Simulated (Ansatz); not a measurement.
Consider ZnO in the wurtzite structure (space group P6_3mc, No. 186; a = 3.231 Å, c = 5.216 Å).

Levels (all Ansatz, an electronic-structure program, PAW, earlier PAW set): PBEsol (420 eV, no spin-orbit coupling); HSE06 (420 eV, without spin-orbit coupling).

The geometry is relaxed with PBEsol.

| Item | Result |
|---|---|
| PBEsol lowest conduction level above the VBM at special points | Γ 0.70 eV; A 3.38 eV; L 5.60 eV |

With HSE06 at the same geometry, the lowest conduction level above the VBM at special points changes from Γ 0.70 eV; A 3.38 eV; L 5.60 eV to Γ 2.52 eV; A 5.28 eV; L 7.57 eV.

Single points use the geometry relaxed with PBEsol. The levels and masses belong to the bands next to the band gap. Stability against distortions was not tested.
